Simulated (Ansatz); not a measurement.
**Fermi-surface data of Mo₂N (I4_1/amd)**

Input:

```
Mo2N
1.0
   -2.10619     2.10619     3.97997
    2.10619    -2.10619     3.97997
    2.10619     2.10619    -3.97997
Mo N
4 2
Cartesian
  0.00000   2.10619   3.89652
  0.00000   0.00000   1.90654
  0.00000   0.00000   6.05341
  0.00000   2.10619   0.08345
  2.10619   0.00000   1.98999
  0.00000   0.00000   3.97997
```

Method: PBEsol, rigid bands (plane waves, PAW, scalar-relativistic; Ansatz, a quantum-chemistry and plane-wave program). How the cell was made: cell and atoms relaxed with PBEsol.

| Item | Value |
|---|---|
| density of states at the Fermi level | 4.46 states/(eV·cell), both spins |
| bare Sommerfeld coefficient | 1.75 mJ/(mol of atoms·K²) |
| Drude plasma energy | 5.4 (x), 5.4 (y), 5.2 (z) eV |
| root-mean-square Fermi velocity | 4.1e5 m/s |
| resistivity times τ | 16.8 (x), 16.8 (y), 18.3 (z) ×10⁻²² Ω·m·s |

A metal at this level (no band gap); rigid bands, thermally averaged at 300 K, both spins. Spin-orbit coupling is left out. τ is one relaxation time for all states.

Formula and space group known from diffraction (Crystallography Open Database), not checked to be the room-temperature form: Mo2N (I4_1/amd).
